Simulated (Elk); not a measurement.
Input and output of a self-consistent single point for Rb (Im-3m, 1 atom in the cell) (Elk).

Method of the run: Elk with PBE, all-electron FP-LAPW, Elk's shipped species files, APW+lo basis with extra local orbitals.

```
CELL_PARAMETERS angstrom
     -2.78262     2.78262     2.78262
      2.78262    -2.78262     2.78262
      2.78262     2.78262    -2.78262
ATOMIC_POSITIONS crystal
  Rb 0.00000 0.00000 0.00000
```

Reference input (self-consistent single point, DFT, PBE, all-electron FP-LAPW, Elk's shipped species files, APW+lo basis with extra local orbitals): xctype = 20; rgkmax = 7.5; stype = 0; swidth = 0.00999582 Ha; ngridk = 11 11 11; gmaxvr = 16 1/bohr; nxlo = 2; lorbcnd = true; lmaxi = 3. This run's input differs from it in these lines:

```diff
@@ -42,3 +42,3 @@
 ngridk
-  11 11 11
+  6 6 6
```

Log, with long lists cut:

```
│ Self-consistent loop started │
│ Loop number : 1 │
 total energy                :     -2982.35095761
│ Loop number : 2 │
 total energy                :     -2982.35283306
RMS change in Kohn-Sham potential (target) :   0.1026910269     (  0.1000000000E-05)
Absolute change in total energy (target)   :   0.1875443623E-02 (  0.1000000000E-03)
│ Loop number : 3 │
 total energy                :     -2982.19401575
RMS change in Kohn-Sham potential (target) :   0.7500591706E-01 (  0.1000000000E-05)
Absolute change in total energy (target)   :   0.1583484525     (  0.1000000000E-03)
│ Loop number : 4 │
   [... lines left out ...]
Absolute change in total energy (target)   :   0.4565812610E-03 (  0.1000000000E-03)
│ Loop number : 12 │
 total energy                :     -2981.54422310
RMS change in Kohn-Sham potential (target) :   0.3356883153E-06 (  0.1000000000E-05)
Absolute change in total energy (target)   :   0.1066123159E-03 (  0.1000000000E-03)
│ Loop number : 13 │
 total energy                :     -2981.54422124
RMS change in Kohn-Sham potential (target) :   0.3757764093E-07 (  0.1000000000E-05)
Absolute change in total energy (target)   :   0.2851226827E-04 (  0.1000000000E-03)
Convergence targets achieved

│ Loop number : 14 │

Energies :
 Fermi                       :     0.476037021737E-01
 total energy                :     -2981.54422042

Density of states at Fermi energy :    30.87847485
 (states/Hartree/unit cell)

Estimated indirect band gap :   0.8421587255E-02
 from k-point      8 to k-point      6
Estimated direct band gap   :   0.7723537724E-01
 at k-point      8

Charges :
 core                        :    28.00000000
 valence                     :    9.000000000
 interstitial                :    1.626332976
 muffin-tins (core leakage)
  species :    1 (Rb)
   atom    1                 :    35.37366702     (  0.9290719830E-04)
 total in muffin-tins        :    35.37366702
 total calculated charge     :    37.00281914
 total charge                :    37.00000000
 error                       :   0.2819144268E-02

│ Self-consistent loop stopped │
```

The run converged in 14 iterations. The count includes the last loop, which Elk runs after its targets are met. Against the reference run the total energy rises by 15.1 meV/atom.

The starting cell has typed, rounded lattice constants, without a prior relaxation at this level. Its lattice was rescaled by a random factor within 2.5 % of one. Values depend on the basis (sphere radii, cutoffs, local orbitals), which need not be converged. The log's line on a gap gives a spacing of levels on this mesh, which the program prints for metals too.
